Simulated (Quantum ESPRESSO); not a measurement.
Quantum ESPRESSO run on La3SnC (Pm-3m, 5 atoms in the cell): self-consistent single point.

Level of theory: PBEsol, GBRV 1.5 ultrasoft (PBESOL) pseudopotentials (plane waves; Quantum ESPRESSO).

The change in words: lattice scaled by 0.98. Reference geometry:
```yaml
crystal:
  lattice:
    - [5.10806, 0.00000, 0.00000]
    - [0.00000, 5.10806, 0.00000]
    - [0.00000, 0.00000, 5.10806]
  atoms:
    - { symbol: La, position: [0.50000, 0.00000, 0.00000] }
    - { symbol: La, position: [0.00000, 0.50000, 0.00000] }
    - { symbol: La, position: [0.00000, 0.00000, 0.50000] }
    - { symbol: Sn, position: [0.50000, 0.50000, 0.50000] }
    - { symbol: C, position: [0.00000, 0.00000, 0.00000] }
```

Reference input (self-consistent single point, DFT, PBEsol, plane waves, GBRV 1.5 ultrasoft (PBESOL) pseudopotentials): ecutwfc = 40 Ry; ecutrho = 200 Ry; occupations = smearing; smearing = gaussian; degauss = 0.019992 Ry; potentials = {La: la_pbesol_v1.uspp.F.UPF, Sn: sn_pbesol_v1.4.uspp.F.UPF, C: c_pbesol_v1.2.uspp.F.UPF}; K_POINTS = automatic 7 7 7 0 0 0; conv_thr = 1e-10 Ry; mixing_beta = 0.4. This run's input differs from it in these lines:

```diff
@@ -10,3 +10,3 @@
   ibrav = 1
-  A = 5.108064000
+  A = 5.005903000
   nat = 5
```

Output, abridged:

```
     Self-consistent Calculation

     iteration #  1     ecut=    40.00 Ry     beta= 0.40

     negative rho (up, down):  2.110E-01 0.000E+00

     total energy              =    -476.56386475 Ry
     estimated scf accuracy    <       1.59138303 Ry

     iteration #  2     ecut=    40.00 Ry     beta= 0.40

     negative rho (up, down):  1.952E-01 0.000E+00

     total energy              =    -476.91995815 Ry
     estimated scf accuracy    <       1.27581241 Ry

     iteration #  3     ecut=    40.00 Ry     beta= 0.40

     negative rho (up, down):  1.689E-01 0.000E+00

     total energy              =    -477.09782954 Ry
     estimated scf accuracy    <       0.03110631 Ry

   [... 11 blocks of this kind left out ...]

     iteration # 15     ecut=    40.00 Ry     beta= 0.40

     negative rho (up, down):  1.506E-01 0.000E+00

     total energy              =    -477.11825544 Ry
     estimated scf accuracy    <          3.1E-10 Ry

     iteration # 16     ecut=    40.00 Ry     beta= 0.40

     negative rho (up, down):  1.506E-01 0.000E+00
     End of self-consistent calculation

     the Fermi energy is    12.7926 ev

!    total energy              =    -477.11825544 Ry
     estimated scf accuracy    <          1.7E-11 Ry
     smearing contrib. (-TS)   =      -0.00774943 Ry
     internal energy E=F+TS    =    -477.11050601 Ry

     convergence has been achieved in  16 iterations

     negative rho (up, down):  1.506E-01 0.000E+00

     Forces acting on atoms (cartesian axes, Ry/au):

     atom    1 type  1   force =     0.00000000    0.00000000    0.00000000
   [... zero for the other atoms too ...]

     Total force =     0.000000     Total SCF correction =     0.000000

     negative rho (up, down):  1.506E-01 0.000E+00
          total   stress  (Ry/bohr**3)                   (kbar)     P=       64.64
   0.00043939   0.00000000   0.00000000           64.64        0.00        0.00
   0.00000000   0.00043939   0.00000000            0.00       64.64        0.00
   0.00000000   0.00000000   0.00043939            0.00        0.00       64.64

   JOB DONE.
```

The run converged in 16 iterations. Against the reference run the free energy rises by 39.0 meV/atom and the pressure goes from 1.63 to 6.46 GPa.

The starting cell comes from a database of computed structures (which also holds hypothetical and non-ambient phases and stackings), without a prior relaxation at this level. Its lattice was rescaled by a random factor within 2.5 % of one. For this run, on top of that: lattice scaled by 0.98. With a pressure of about 6 GPa the cell is away from its equilibrium volume at this level.

Cost on one core of a shared machine: roughly 70 s.
